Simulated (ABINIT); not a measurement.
**A self-consistent single point of ZnSe (F-43m, 2 atoms in the cell) with ABINIT**

Method of the run: PBE, PAW (JTH v2.0 PBE PAW) (plane waves; ABINIT).

Input as run:

```
# ZnSe, JTH v2.0 PBE PAW
pp_dirpath "./"
pseudos "Zn.GGA_PBE-JTH.xml, Se.GGA_PBE-JTH.xml"
acell 3.9884570125 3.9884570125 3.9884570125 Angstrom
rprim
        -0.0000000000    0.7071067812    0.7071067812
         0.7071067812   -0.0000000000    0.7071067812
         0.7071067812    0.7071067812   -0.0000000000
natom 2
ntypat 2
znucl 30 34
typat 1 2
xred
         0.0000000000    0.0000000000    0.0000000000
         0.7500000000    0.7500000000    0.7500000000
ecut 30
pawecutdg 60
pawxcdev 0
ixc 11
occopt 3
tsmear 0.02 eV
nband 14
kptopt 1
ngkpt 10 10 10
nshiftk 1
shiftk 0 0 0
nstep 60
toldfe 1.0e-09
prtwf 0
prtden 0
enunit 2
```

The program printed (abridged):

```
 Symmetries : space group F-4 3 m (#216); Bravais cF (face-center cubic)

 -outvars: echo values of preprocessed input variables --------
            acell      7.5370914464E+00  7.5370914464E+00  7.5370914464E+00 Bohr
             ecut      3.00000000E+01 Hartree
           enunit           2
              ixc          11
         kptrlatt       10    0    0      0   10    0      0    0   10
          kptrlen      7.53709145E+01
            natom           2
            nband          14
            ngfft          40      40      40
          ngfftdg          54      54      54
             nkpt          47
            nstep          60
             nsym          24
           ntypat           2
           occopt           3
        pawecutdg      6.00000000E+01 Hartree
         pawxcdev           0
            rprim     -0.0000000000E+00  7.0710678120E-01  7.0710678120E-01
                       7.0710678120E-01 -0.0000000000E+00  7.0710678120E-01
                       7.0710678120E-01  7.0710678120E-01 -0.0000000000E+00
          spgroup         216
           toldfe      1.00000000E-09 Hartree
           tsmear      7.34986508E-04 Hartree
            typat      1  2
           useylm           1
             xred      0.0000000000E+00  0.0000000000E+00  0.0000000000E+00
                       7.5000000000E-01  7.5000000000E-01  7.5000000000E-01
            znucl       30.00000   34.00000

== DATASET  1 ==================================================================

 Exchange-correlation functional for the present dataset will be:
  GGA: Perdew-Burke-Ernzerhof functional - ixc=11
 Citation for XC functional:
  J.P.Perdew, K.Burke, M.Ernzerhof, PRL 77, 3865 (1996)

 Real(R)+Recip(G) space primitive vectors, cartesian coordinates (Bohr,Bohr^-1):
 R(1)=  0.0000000  5.3295285  5.3295285  G(1)= -0.0938169  0.0938169  0.0938169
 R(2)=  5.3295285  0.0000000  5.3295285  G(2)=  0.0938169 -0.0938169  0.0938169
 R(3)=  5.3295285  5.3295285  0.0000000  G(3)=  0.0938169  0.0938169 -0.0938169
 Unit cell volume ucvol=  3.0275851E+02 bohr^3
 Angles (23,13,12)=  6.00000000E+01  6.00000000E+01  6.00000000E+01 degrees

 Coarse grid specifications (used for wave-functions):

 getcut: wavevector=  0.0000  0.0000  0.0000  ngfft=  40  40  40
         ecut(hartree)=     30.000   => boxcut(ratio)=   2.15244

 Fine grid specifications (used for densities):

 getcut: wavevector=  0.0000  0.0000  0.0000  ngfft=  54  54  54
         ecut(hartree)=     60.000   => boxcut(ratio)=   2.05541

   7.09926356E+02                                ecore*ucvol(ha*bohr**3)

_setup2: Arith. and geom. avg. npw (full set) are    2375.911    2375.902

--- !BeginCycle
solver: {iscf: 17, nstep: 60, nline: 4, wfoptalg: 10, }
tolerances: {toldfe: 1.00E-09, }
...

     iter   Etot(hartree)      deltaE(h)  residm     nres2
 ETOT  1  -73.352573082927    -7.335E+01 7.941E+00 5.756E+00
 ETOT  2  -73.952245419013    -5.997E-01 3.477E-01 3.494E+00
 ETOT  3  -73.942378964979     9.866E-03 1.828E-01 9.581E-01
 ETOT  4  -73.941679906616     6.991E-04 3.912E-02 3.582E-01
 ETOT  5  -73.941344477220     3.354E-04 1.692E-02 3.221E-02
 ETOT  6  -73.941623589940    -2.791E-04 4.847E-02 1.771E-02
   [... 5 lines left out ...]
 ETOT 12  -73.941621152021    -1.647E-08 1.576E-04 1.078E-06
 ETOT 13  -73.941621150726     1.296E-09 9.365E-05 6.154E-08
 ETOT 14  -73.941621151789    -1.063E-09 9.087E-05 3.783E-08
 ETOT 15  -73.941621151809    -2.044E-11 4.397E-05 1.493E-08
 ETOT 16  -73.941621151819    -1.010E-11 5.631E-05 2.224E-09

 At SCF step   16, etot is converged :
  for the second time, diff in etot=  1.010E-11 < toldfe=  1.000E-09

 Cartesian components of stress tensor (hartree/bohr^3)
  sigma(1 1)= -1.04615153E-04  sigma(3 2)=  0.00000000E+00
  sigma(2 2)= -1.04615153E-04  sigma(3 1)=  0.00000000E+00
  sigma(3 3)= -1.04615153E-04  sigma(2 1)=  0.00000000E+00

 ----iterations are completed or convergence reached----

 reduced coordinates (array xred) for    2 atoms
       0.000000000000      0.000000000000      0.000000000000
       0.750000000000      0.750000000000      0.750000000000
 cartesian forces (eV/Angstrom) at end:
    1      0.00000000000000    -0.00000000000000    -0.00000000000000
    2     -0.00000000000000     0.00000000000000     0.00000000000000
 frms,max,avg= 1.7331784E-29 2.5371135E-29   0.000E+00  0.000E+00  0.000E+00 e/A
 length scales=  7.537091446412  7.537091446412  7.537091446412 bohr
              =  3.988457012500  3.988457012500  3.988457012500 angstroms
 Fermi (or HOMO) energy (hartree) =   0.13236   Average Vxc (hartree)=  -0.33945
 Eigenvalues (hartree) for nkpt=  47  k points:
 kpt#   1, nband= 14, wtk=  0.00100, kpt=  0.0000  0.0000  0.0000 (reduced coord)
  -0.39087   -0.14226   -0.14226   -0.14226   -0.12817   -0.12817    0.09988    0.09988
   0.09988    0.14951    0.31327    0.31327    0.31327    0.46919
      occupation numbers for kpt#   1
   2.00000    2.00000    2.00000    2.00000    2.00000    2.00000    2.00000    2.00000
   2.00000    0.00000    0.00000    0.00000    0.00000    0.00000
 prteigrs : prtvol=0 or 1, do not print more k-points.

 Fermi (or HOMO) energy (eV) =   3.60180   Average Vxc (eV)=  -9.23683
 Eigenvalues (   eV  ) for nkpt=  47  k points:
 kpt#   1, nband= 14, wtk=  0.00100, kpt=  0.0000  0.0000  0.0000 (reduced coord)
 -10.63609   -3.87123   -3.87123   -3.87123   -3.48780   -3.48780    2.71790    2.71790
   2.71790    4.06847    8.52442    8.52442    8.52442   12.76730
 prteigrs : prtvol=0 or 1, do not print more k-points.

--- !EnergyTerms
comment             : Components of total free energy in Hartree
kinetic             :  9.98976630855938E+00
hartree             :  2.20566659383392E+01
xc                  : -8.06893636114542E+00
Ewald energy        : -4.41293239128526E+01
psp_core            :  2.34486013711218E+00
local_psp           : -7.57267358164297E+01
spherical_terms     :  1.95920665675955E+01
internal            : -7.39416371388215E+01
'-kT*entropy'       : -2.06179775057109E-15
total_energy        : -7.39416371388215E+01
total_energy_eV     : -2.01205427142130E+03
...

-Cartesian components of stress tensor (GPa)         [Pressure=  3.0779E+00 GPa]
- sigma(1 1)= -3.07788356E+00  sigma(3 2)=  0.00000000E+00
- sigma(2 2)= -3.07788356E+00  sigma(3 1)=  0.00000000E+00
- sigma(3 3)= -3.07788356E+00  sigma(2 1)=  0.00000000E+00

 Calculation completed.
```

The run converged in 16 iterations.

The starting cell comes from a database of computed structures (which also holds hypothetical and non-ambient phases and stackings), without a prior relaxation at this level. Its lattice was rescaled by a random factor within 2.5 % of one. With a pressure of about 3 GPa the cell is away from its equilibrium volume at this level.

Cost on one core of a shared machine: roughly 70 s.
